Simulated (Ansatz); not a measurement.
Data:

```xyz
7
Lattice="2.3761 1.3719 3.1197 -2.3761 1.3719 3.1197 0.0000 -2.7437 3.1197" Properties=species:S:1:pos:R:3 pbc="T T T"
C      0.0000     1.2957     3.1181
C     -1.1221    -0.6478     3.1181
C      1.1221    -0.6478     3.1181
N      1.1667     0.6736     3.1195
N     -1.1667     0.6736     3.1195
N      0.0000    -1.3472     3.1195
N      0.0000     0.0000     6.2290
```

The numbers are results of PBEsol+D3BJ, rigid bands (plane waves, PAW, scalar-relativistic; Ansatz, an electronic-structure program), not measurements. Cell: cell and atoms relaxed with PBEsol+d3bj.

### Question
Predict the electron conductivity mass (n e² τ/σ) at 300 K, by direction if it differs.

### Answer
0.68 (x), 0.68 (y), 1.68 (z) mₑ.

### Question
And the band gap?

### Answer
1.14 eV at this level; semilocal functionals usually fall short of the measured gap.

Rigid bands, one relaxation time for all states, no polarons. Spin-orbit coupling is left out. Geometry: cell and atoms relaxed with PBEsol+D3(BJ).

Computed structure with no diffraction record at hand here (it may be known, metastable or hypothetical): C3N4 (R3m). PBEsol with a dispersion correction tends to overbind, so the cell can be several per cent short, in bad cases over ten, which usually narrows a gap: C3N4 (R3m).
